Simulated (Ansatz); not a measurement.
ZnS under load (space group I-4m2), r2SCAN with spin-orbit coupling, rigid bands in Ansatz (a first-principles code). Condition of this run: biaxial stress in (001) of -3 GPa (compression positive) (the target of the relaxation). Band gap 2.49 eV, N_c = 2.20e18 cm⁻³ and N_v = 1.12e19 cm⁻³ at 300 K, conductivity masses along x (a = (0.00, 2.77, 2.56) Å; b = (2.77, 0.00, 2.56) Å; c = (2.77, 2.77, 0.00) Å) of 0.201 mₑ (electrons) and 0.778 mₑ (holes). Take k_BT = 0.02585 eV.

Task: Find the intrinsic carrier density and the intrinsic Fermi level.

Result: n_i = √(N_c N_v) exp(−E_g/2k_BT) = 4.96e18 × exp(−48.16) = 6.0e-3 cm⁻³. The level lies (k_BT/2) ln(N_v/N_c) = 21 meV from mid-gap (positive towards the conduction band). Each 0.1 eV added to the gap lowers n_i by a factor of 6.9.

Task: What thermal injection velocity √(2k_BT/πm) limits a ballistic channel along the direction named?

Result: 1.20e7 cm/s for electrons and 6.10e6 cm/s for holes, a ratio of √(m_h/m_e) = 1.97, for dilute carriers.

Task: What built-in voltage has an abrupt junction with N_A = 1e16 and N_D = 1e17 cm⁻³, all dopants ionised?

Result: V_bi = E_g/e − (k_BT/e) ln(N_c N_v/(N_A N_D)) = 2.49 − 0.02585 × 10.11 = 2.23 V, for the computed gap.

Rigid bands with the computed gap; masses take one relaxation time for all states. Geometry: cell and atoms relaxed with PBEsol.
